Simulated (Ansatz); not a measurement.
The reference is Ru in the hcp (Mg type) structure (space group P6_3/mmc, No. 194; a = 2.692 Å, c = 4.246 Å). Axes: x lies along a and z along c of the hexagonal cell.

All numbers come from Kohn–Sham DFT with the PBEsol functional, run in Ansatz (a program for electronic structure) with PAW and 420 eV plane waves, no spin-orbit coupling, earlier PAW set.

Before the change:

```
Property  Result
--------  ------
Band gap    zero
```

Perturbation: a free-standing slab of 5 layers (5 atoms, 1 a layer) is cut normal to the z axis, with 15 Å of vacuum and the in-plane cell held at bulk.

### Question
Predict the new change of the spacing d23 from its bulk value of 2.123 Å, excess energy per area of both faces and band gap.

### Answer
The change of the spacing d23 from its bulk value of 2.123 Å comes out as +0.6 %; the excess energy per area of both faces (slab less bulk energy over the cell's area: twice a surface energy) comes out as 6.1 J/m² (uncertain by up to 0.1 J/m²); the band gap stays zero.

Slab and bulk use different k-meshes, which limits the precision of the excess energy. Stability against distortions was not tested. The final runs are not spin-polarised.
